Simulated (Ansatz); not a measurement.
Consider the following.

```yaml
crystal:
  lattice:
    - [1.44817, 0.83610, 5.62164]
    - [-1.44817, 0.83610, 5.62164]
    - [0.00000, -1.67221, 5.62164]
  atoms:
    - { symbol: Cu, position: [0.00000, 0.00000, 0.00000] }
    - { symbol: Cr, position: [0.50000, 0.50000, 0.50000] }
    - { symbol: O, position: [0.10730, 0.10730, 0.10730] }
    - { symbol: O, position: [0.89270, 0.89270, 0.89270] }
```

Spin-polarised, with starting moments of sign Cu0 Cr+ O0 O0.

All numbers come from PBEsol, PAW, 420 eV (Ansatz, a program for electronic structure; no spin-orbit coupling). Settings: 13×13×13 k-points, 0.05 eV Fermi–Dirac smearing.

Question: Estimate the largest site moment.

Answer: 2.33 μB.

Question: Estimate the width of the top valence band.

Answer: 2.10 eV.

The levels and masses belong to the bands next to the band gap. Load acts through the strain it causes; cell and atoms are relaxed under it. Whether these cells are dynamically stable was not tested. Competing high-pressure phases were not computed. No Hubbard U is applied and the magnetic state is the run's own (CrCuO2 ferromagnetic); other magnetic orders, which need larger cells, were not tried and can change the gap. The cell was made from CrCuO$_{2}$ (space group R-3m, No. 166; ferromagnetic) by this change: pressure 9 GPa.
